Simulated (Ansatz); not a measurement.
Ansatz (a program for electronic structure) run on the (001) slab of VAs2 (cut from a parent of space group no. 12; 6 atoms in the cell): self-consistent single point

Level of theory: PBEsol, default PAW files made with PBE (plane waves; Ansatz).

This input was run:

Ansatz 0.2 input:
```yaml
# VAs2
crystal:
  lattice:
    - [4.785430, 0.000000, 0.000000]
    - [-1.117261, 3.073252, 0.000000]
    - [0.000000, 0.000000, 19.994513]
  atoms:
    - { symbol: As, position: [0.626725, 0.813362, 0.466318] }
    - { symbol: As, position: [0.070463, 0.535232, 0.533687] }
    - { symbol: As, position: [0.027846, 0.513923, 0.350096] }
    - { symbol: As, position: [0.669342, 0.834671, 0.649904] }
    - { symbol: V, position: [0.200016, 0.100008, 0.437291] }
    - { symbol: V, position: [0.497172, 0.248586, 0.562709] }
basis:
  ecutwfc: 420.0 eV
kpoints:
  mp_grid:
    grid: [6, 6, 1]
hamiltonian:
  xc: pbesol
  pseudopotentials:
    kind: paw
scf:
  occupations:
    method: fermi_dirac
    width: 0.1 eV
output:
  forces: true
  eigenvalues: true
  stress: true
```

Output (repeated stretches shortened):

```
WARN the atoms were moved onto the symmetric positions of the space group found under crystal.symmetry.tolerance 1.0e-5 (fractional …
WARN ansatz: RAYON_NUM_THREADS=1 ignored (pool sized by the plan → 1); use --threads N
Pseudopotentials: kind: paw
Pseudopotential: As, paw, valence charge 15
Pseudopotential: V, paw, valence charge 13
Crystal: 6 atoms, lattice volume = 294.056 Å³
Basis set: ecut = 420 eV, 5721 PW (Γ), exchange–correlation on 64×48×270 points (8 copies of the dense FFT grid, shifted against one another)
Bands: 52, of which v1, the nominal top of the filled ones, is band 43 counted from 1 (42 counted from 0)
Symmetry: 4 space group operations
Space group: C2/m (ITA 12), of the structure as read, at distance tolerance 6.6e-5 Å
k-points: 13 of 36
PAW frozen core: As, regenerated for the run's functional, and the local potential with it
PAW frozen core: V, regenerated for the run's functional, and the local potential with it
Initial density: superposition of atomic densities (neutral atoms: chi_scale 0, normalization atom), corrected by the library's trained network
Initial wavefunctions: pseudopotential atomic-orbital guess
Eigensolver: davidson
Functional: x = pbesol(κ = 0.804, μ = 0.12345679012345678), c = pbesol(β = 0.046)
SCF iter   1: F=—  HF=-25022.115294 eV  |F-HF|=—  |Δ(HF+E_count)|=         —  Δρ=3.49e-3  dr2=2.44e-2  ethr=1.77e-3  ⟨swp⟩=7.9  Hψ=2535  notcnv=0
all-band conjugate gradients solve this SCF's bands
preconditioner: auto → LDOS
SCF iter   2: F=—  HF=-25022.113718 eV  |F-HF|=—  |Δ(HF+E_count)|=   1.58e-3  Δρ=1.52e-3  dr2=7.26e-3  ethr=2.83e-5  ⟨swp⟩=3.0  Hψ=1541  notcnv=0
SCF iter   3: F=—  HF=-25022.111798 eV  |F-HF|=—  |Δ(HF+E_count)|=   1.92e-3  Δρ=4.37e-4  dr2=8.22e-4  ethr=8.44e-6  ⟨swp⟩=2.0  Hψ=1220  notcnv=0
SCF iter   4: F=—  HF=-25022.111595 eV  |F-HF|=—  |Δ(HF+E_count)|=   2.03e-4  Δρ=1.20e-4  dr2=6.05e-5  ethr=9.56e-7  ⟨swp⟩=2.8  Hψ=1224  notcnv=0
SCF iter   5: F=—  HF=-25022.111734 eV  |F-HF|=—  |Δ(HF+E_count)|=   1.40e-4  Δρ=4.30e-5  dr2=1.05e-5  ethr=7.04e-8  ⟨swp⟩=3.7  Hψ=1433  notcnv=0
SCF iter   6: F=—  HF=-25022.111735 eV  |F-HF|=—  |Δ(HF+E_count)|=   1.03e-6  Δρ=1.46e-5  dr2=1.18e-6  ethr=1.22e-8  ⟨swp⟩=2.0  Hψ=1140  notcnv=0
SCF iter   7: F=-25022.111735 eV  HF=-25022.111735 eV  |F-HF|=8.15e-8  |Δ(HF+E_count)|=   2.66e-8  Δρ=3.60e-6  dr2=3.85e-8  ethr=1.16e-10  ⟨swp⟩=5.2  Hψ=3342  notcnv=0
SCF 1 converged in 7 iterations: F = -25022.111735 eV  dr2 = 3.85e-8
SCF converged after 7 iterations
Free energy (F): -25022.111735 eV
Harris-Foulkes:  -25022.111735 eV  (|F-HF|=8.15e-8)
Internal energy: -25021.914182 eV  (E = F + TS)
E sigma→0 (E₀):  -25022.012959 eV
Entropy (-TS):   -0.197553 eV (-32.926 meV/atom)
Fermi energy:    1.058048 eV
--- Per-component energies (eV) ---
  E_band       = -2153.150585
  E_kinetic    = 1079.506335
  E_local      = -74793.976099  (includes V_loc(G=0)·N_el)
  E_nonlocal   = -2760.573461
  E_hartree    = 37216.963869
  E_xc         = -570.367128
  E_vxc        = -642.097258  (∫ρ·V_xc dr)
  E_paw        = -9344.470899  (= ΣΔE_a)
  E_vpaw       = 530.044204  (= ΣTr[D̂ρ^β])
  E_aug_tail   = 0.000559  (compensation charges beyond the density's cutoff)
  E_ewald      = 24146.837569
  E_core_change = 4.165073  (= ΣΔE_core)
  E_smearing   = -0.197553  (= −TS)
  E_closure    = -0.000000  (closes the sum)
  Σ components = -25022.111735   (vs F -25022.111735, Δ=0.00e0)
--- Forces (eV/Å), atoms counted from 1 ---
  atom   1  As     0.35014399     0.12729260    -0.44578551
  atom   2  As    -0.35014399    -0.12729260     0.44578551
  atom   3  As     0.03455840     0.01256348     0.77590486
  atom   4  As    -0.03455840    -0.01256348    -0.77590486
  atom   5  V     -0.27193174    -0.09885904    -0.33568692
  atom   6  V      0.27193174     0.09885904     0.33568692
  max |Σ_I F_I| component: 0.00e0 eV/Å
--- Stress (GPa, compression-positive) ---
       -2.799832       0.697166       0.001672
        0.697166      -4.464078       0.000608
        0.001672       0.000608      -1.748256
  P = ⅓ Tr σ = -3.0041 GPa (-30.041 kbar)
  The stress holds the Pulay correction. Without it, at fixed plane waves, as pw.x and ABINIT print it: P = -3.0161 GPa
--- Band table (eV; the first three rows and the last of 13) ---
  k-point 0: bands = ["-62.7689", "-62.7530", "-36.8207", "-36.8061", "-36.7529", "-36.6978", "-36.6812", "-36.6103", "-34.3430", "-34.3378", "-34.3363", "-34.3299", "-34.3258", "-34.3238", "-34.3195", "-34.3185", "-34.3147", "-34.3003", "-33.9942", [...]
  k-point 1: bands = ["-62.7675", "-62.7517", "-36.8191", "-36.8050", "-36.7518", "-36.7161", "-36.6994", "-36.6092", "-34.3451", "-34.3376", "-34.3328", "-34.3310", "-34.3247", "-34.3214", "-34.3203", "-34.3189", "-34.3122", "-34.3004", "-33.9926", [...]
  k-point 2: bands = ["-62.7648", "-62.7491", "-36.8159", "-36.8028", "-36.7525", "-36.7497", "-36.7355", "-36.6069", "-34.3451", "-34.3383", "-34.3317", "-34.3276", "-34.3244", "-34.3218", "-34.3195", "-34.3158", "-34.3100", "-34.2995", "-33.9896", [...]
  k-point 12: bands = ["-62.7688", "-62.7531", "-36.8227", "-36.8062", "-36.7549", "-36.6966", "-36.6805", "-36.6103", "-34.3481", "-34.3420", "-34.3316", "-34.3306", "-34.3266", "-34.3253", "-34.3244", "-34.3116", "-34.3099", "-34.3033", [...]
```

The run converged in 7 iterations.

The starting cell comes from a database of computed structures (which also holds hypothetical and non-ambient phases and stackings), without a prior relaxation at this level. The slab is cut from that crystal, and its faces are unrelaxed. Its lattice was rescaled by up to half a per cent. Spin polarisation is off, so a magnetic state, if there is one, cannot be reached.
